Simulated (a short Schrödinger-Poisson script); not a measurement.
Stack: gated Al0.25Ga0.75As/GaAs δ-doped gas in a quantum well, at 300 K.

```
layer        material  thickness (nm)  Na (cm⁻³)
-----  --------------  --------------  ---------
1      Al0.25Ga0.75As              10          -
2      Al0.25Ga0.75As               5          -
3                GaAs              15          -
4      Al0.25Ga0.75As            4000       1e15
```

The device is made up for the run: typed textbook-type constants, with dimensions and the other settings drawn at random. Al0.25Ga0.75As: permittivity 12.19, conduction-band edge (eV) 0.198, gap (eV) 1.736, electron mass (mₑ) 0.0878, Nv at 300 K (cm⁻³) 9e18. GaAs: permittivity 12.9, conduction-band edge (eV) 0, gap (eV) 1.424, Nv at 300 K (cm⁻³) 9e18.

Channel valleys (confinement mass, in-plane density-of-states mass, number): Γ 0.067, 0.067, 1. At the gate the conduction-band edge of layer 1 lies 0.95 eV − eVg above the Fermi level of the channel; the field vanishes at the back. Sheet of ionised δ-doping: +1.5e12 e/cm² at 10 nm from the gate. The barrier under the gate holds no holes. Gaps are held at their typed values at every temperature. Mesh 0.08 nm at interfaces.

Solved with a short Schrödinger-Poisson script written for these runs: 1D Poisson equation in equilibrium, electrons quantum, Hartree plus LDA exchange-correlation (BenDaniel-Duke, 40 states a valley, the channel's in-plane mass for all, wave functions free to enter the barrier), parabolic valleys, classical holes, full ionisation, no traps, pinning or gate leakage.

The same stack at other levels of the model or other numerical settings:

| run | sheet density of all electrons at Vg = 0.5 V (cm⁻²) | capacitance at Vg = 0.5 V (μF/cm²) | centroid of the channel electrons at Vg = 0.5 V (nm) | rough cost against the base |
|---|---|---|---|---|
| base | 2.62e10 | 0.135 | 6.75 | about 1 |
| electrons treated as classical, Boltzmann | 3.15e10 | 0.152 | 6.12 | 0.03 |
| electrons treated as classical, Fermi-Dirac | 3.11e10 | 0.149 | 6.15 | 0.1 |
| electrons treated as quantum, Hartree | 2.34e10 | 0.121 | 6.77 | about 1 |
| mesh six times as coarse | 2.61e10 | 0.135 | 6.74 | 0.3 |
| one subband a valley | 2.31e10 | 0.123 | 6.59 | 0.2 |

The classical rows ignore confinement, and Boltzmann statistics overrate the density once the band edge passes the Fermi level.
